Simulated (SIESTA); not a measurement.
# SIESTA run on LaSi₂Ru₃ (P6/mmm, 6 atoms in the cell): self-consistent single point

Method: GGA PBEsol, numerical atomic orbitals DZP, PseudoDojo PBEsol standard norm-conserving potentials (rewritten from UPF to PSML) in SIESTA 5.4.2.

This input was run:

```
# files in the folder: La.psml Si.psml Ru.psml (PseudoDojo PBEsol standard)
SystemName  LaSi2Ru3
SystemLabel lasi2ru3

NumberOfAtoms                6
NumberOfSpecies              3
%block ChemicalSpeciesLabel
  1 57 La
  2 14 Si
  3 44 Ru
%endblock ChemicalSpeciesLabel
LatticeConstant              5.749976 Ang
%block LatticeVectors
     1.000000000    0.000000000    0.000000000
    -0.500000000    0.866025354    0.000000000
     0.000000000    0.000000000    0.602189644
%endblock LatticeVectors
AtomicCoordinatesFormat      Ang
%block AtomicCoordinatesAndAtomicSpecies
     0.000000000    0.000000000    0.000000000  1
    -0.000002875    3.319751660    0.000000000  2
     2.874990875    1.659873340    0.000000000  2
    -1.437494000    2.489812500    1.731288000  3
     2.874988000    0.000000000    1.731288000  3
     1.437494000    2.489812500    1.731288000  3
%endblock AtomicCoordinatesAndAtomicSpecies

XC.functional                GGA
XC.authors                   PBEsol
PAO.BasisSize                DZP
PAO.EnergyShift              0.01 Ry
MeshCutoff                   350 Ry
%block kgrid.MonkhorstPack
    5   0   0  0.0
    0   5   0  0.0
    0   0   7  0.0
%endblock kgrid.MonkhorstPack
OccupationFunction           MP
OccupationMPOrder            0
ElectronicTemperature        0.1 eV

MaxSCFIterations             150
SCF.Mixer.Method             Pulay
SCF.Mixer.Weight             0.2
SCF.Mixer.History            8
SCF.DM.Tolerance             1.0E-05
Diag.ParallelOverK           true
WriteForces                  true
```

Output (repeated stretches shortened):

```
reinit: Reading from file input.fdf

reinit: System Name: LaSi2Ru3
reinit: System Label: lasi2ru3

coor:   Atomic-coordinates input format  =     Cartesian coordinates
coor:                                          (in Angstroms)

siesta: Atomic coordinates (Bohr) and species
siesta:      0.00000   0.00000   0.00000  1        1
siesta:     -0.00001   6.27342   0.00000  2        2
siesta:      5.43295   3.13671   0.00000  2        3
siesta:     -2.71647   4.70506   3.27166  3        4
siesta:      5.43294   0.00000   3.27166  3        5
siesta:      2.71647   4.70506   3.27166  3        6

siesta: System type = bulk

initatomlists: Number of atoms, orbitals, and projectors:      6   102   122

siesta: ******************** Simulation parameters ****************************
redata: Spin configuration                          = none
redata: Time-Reversal Symmetry                      = T
redata: Number of Atomic Species                    =        3
redata: Mesh Cutoff                                 =   350.0000 Ry
redata: Net charge of the system                    =     0.0000 |e|
redata: Min. number of SCF Iter                     =        0
redata: Max. number of SCF Iter                     =      150
redata: SCF convergence failure will abort job
redata: SCF mix quantity                            = Hamiltonian
redata: Mix DM or H after convergence               =   F
redata: Recompute H after scf cycle                 =   F
redata: Mix DM in first SCF step                    =   T
redata: No kicks to SCF
redata: DM Mixing Weight for Kicks                  =     0.5000
redata: Require Harris convergence for SCF          =   F
redata: Harris energy tolerance for SCF             =     0.000100 eV
redata: Require DM convergence for SCF              =   T
redata: DM tolerance for SCF                        =     0.000010
redata: Require EDM convergence for SCF             =   F
redata: EDM tolerance for SCF                       =     0.001000 eV
redata: Require H convergence for SCF               =   T
redata: Hamiltonian tolerance for SCF               =     0.001000 eV
redata: Require (free) Energy convergence for SCF   =   F
redata: (free) Energy tolerance for SCF             =     0.000100 eV
redata: Using DFT-D3 dispersion                     =   F
redata: Using Saved Data (generic)                  =   F
redata: Method of Calculation                       = Diagonalization
redata: Electronic Temperature                      =  1160.4518 K
redata: Number of TDED substeps                     =        3
redata: Dynamics option                             = Single-point calculation
redata: Save all siesta data in one NC              =   F
redata: ***********************************************************************

%block SCF.Mixers
  Pulay
%endblock SCF.Mixers

%block SCF.Mixer.Pulay
  # Mixing method
  method pulay
  variant stable

  # Mixing options
  weight 0.2000
  weight.linear 0.2000
  history 8
%endblock SCF.Mixer.Pulay

DM_history_depth set to one: no extrapolation allowed by default for geometry relaxation
Size of DM history Fstack: 1
Total number of electrons:    67.000000
Total ionic charge:    67.000000

* ProcessorY, Blocksize:    1  64

* Orbital distribution balance (max,min):   102   102

 Kpoints in:          100 . Kpoints trimmed:           88

siesta: k-grid: Number of k-points = 88
siesta: k-points from Monkhorst-Pack grid
siesta: k-cutoff (effective) =    12.119 Ang
siesta: k-point supercell and displacements
siesta: k-grid:     5     0     0      0.000
siesta: k-grid:     0     5     0      0.000
siesta: k-grid:     0     0     7      0.000

diag: Algorithm                                     = D&C
diag: Parallel over k                               =   F
diag: Use parallel 2D distribution                  =   F
diag: Parallel block-size                           = 64
diag: Parallel distribution                         =     1 x     1
diag: Used triangular part                          = Lower
diag: Absolute tolerance                            =  0.100E-15
diag: Orthogonalization factor                      =  0.100E-05
diag: Memory factor                                 =  1.0000

superc: Internal auxiliary supercell:     5 x     5 x     5  =     125
superc: Number of atoms, orbitals, and projectors:    750  12750  15250

                        Single-point calculation

superc: Internal auxiliary supercell:     5 x     5 x     5  =     125
superc: Number of atoms, orbitals, and projectors:    750  12750  15250

outcell: Unit cell vectors (Ang):
        5.749976    0.000000    0.000000
       -2.874988    4.979625    0.000000
        0.000000    0.000000    3.462576

outcell: Cell vector modules (Ang)   :    5.749976    5.749976    3.462576
outcell: Cell angles (23,13,12) (deg):     90.0000     90.0000    120.0000
outcell: Cell volume (Ang**3)        :     99.1430
new_DM -- step:     1
Initializing Density Matrix...

Attempting to read DM from file... Failed...
DM filled with atomic data:

InitMesh: MESH = 60 x 60 x 40 = 144000
InitMesh: Mesh cutoff (required, used) =   350.000   368.828 Ry

stepf: Methfessel-Paxton step function
       Using Hermite-Gauss polynomials of order  0

        iscf     Eharris(eV)        E_KS(eV)     FreeEng(eV)     dDmax    Ef(eV) dHmax(eV)
   scf:    1    -9248.019564    -9383.909091    -9383.935128  1.573116 -2.872863 22.008794
   scf:    2    -9425.787716    -9430.501933    -9430.519690  1.140840 -5.134400  6.581310
   scf:    3    -9432.726042    -9431.955348    -9431.978054  0.113688 -4.922799  3.215498
   scf:    4    -9432.446790    -9432.380811    -9432.404469  0.139587 -4.959573  0.558548
   scf:    5    -9431.710287    -9432.212766    -9432.233154  0.098264 -5.063832  2.115470
   scf:    6    -9432.529589    -9432.445115    -9432.466209  0.064108 -5.016753  0.126181
   [... 3 lines left out ...]
   scf:   10    -9432.445746    -9432.445695    -9432.467100  0.001107 -5.022477  0.002904
   scf:   11    -9432.445715    -9432.445705    -9432.467100  0.000247 -5.022909  0.002667
   scf:   12    -9432.445693    -9432.445699    -9432.467101  0.000189 -5.022715  0.000505
   scf:   13    -9432.445698    -9432.445698    -9432.467101  0.000015 -5.022694  0.000027
   scf:   14    -9432.445699    -9432.445699    -9432.467101  0.000001 -5.022695  0.000026

SCF Convergence by DM+H criterion
max |DM_out - DM_in|         :     0.0000011273
max |H_out - H_in|      (eV) :     0.0000256418
SCF cycle converged after 14 iterations

Using DM_out to compute the final energy and forces

siesta: E_KS(eV) =            -9432.4457

siesta: E_KS - E_eggbox =     -9432.4457

siesta: Atomic forces (eV/Ang):
     1    0.000000   -0.000000   -0.000000
     2    0.000055   -0.000031    0.000000
     3   -0.000055    0.000031    0.000000
     4    0.000000   -0.000000    0.000000
     5   -0.000000   -0.000000   -0.000000
     6   -0.000000   -0.000000    0.000000
   Tot   -0.000000   -0.000000    0.000000
   Max    0.000055
   Res    0.000021    sqrt( Sum f_i^2 / 3N )
   Max    0.000055    constrained

Stress tensor Voigt[x,y,z,yz,xz,xy] (kbar):       13.05       13.08      -18.82       -0.00       -0.00        0.03
(Free)E + p*V (eV/cell)    -9432.6179
Target enthalpy (eV/cell)    -9432.4671

siesta: Program's energy decomposition (eV):
siesta: Ebs     =     -1797.472984
siesta: Eions   =     14383.014794
siesta: Ena     =      2773.276330
siesta: Ekin    =      2979.997018
siesta: Enl     =       758.988168
siesta: Eso     =         0.000000
siesta: Edftu   =         0.000000
siesta: DEna    =       136.130559
siesta: DUscf   =         4.176714
siesta: DUext   =         0.000000
siesta: Ex      =     -1574.716156
siesta: Ec      =      -127.283539
siesta: Exc     =     -1701.999695
siesta: Eharris =     -9432.445699
siesta: Etot    =     -9432.445699
siesta: FreeEng =     -9432.467101

siesta: Stress tensor (static) (eV/Ang**3):
siesta:     0.008143    0.000021   -0.000000
siesta:     0.000021    0.008167    0.000000
siesta:    -0.000000   -0.000000   -0.011746

siesta: Cell volume =         99.142984 Ang**3

siesta: Pressure (static):
siesta:                Solid            Molecule  Units
siesta:          -0.00001657         -0.00001656  Ry/Bohr**3
siesta:          -0.00152113         -0.00152043  eV/Ang**3
siesta:          -2.43712428         -2.43599025  kBar
```

The run converged in 14 iterations.

The starting cell comes from a database of computed structures (which also holds hypothetical and non-ambient phases and stackings), without a prior relaxation at this level. Its lattice was rescaled by a random factor within 2.5 % of one. Spin polarisation is off. Values carry the incompleteness of an atom-centred basis.

Cost on one core of a shared machine: roughly 70 s.
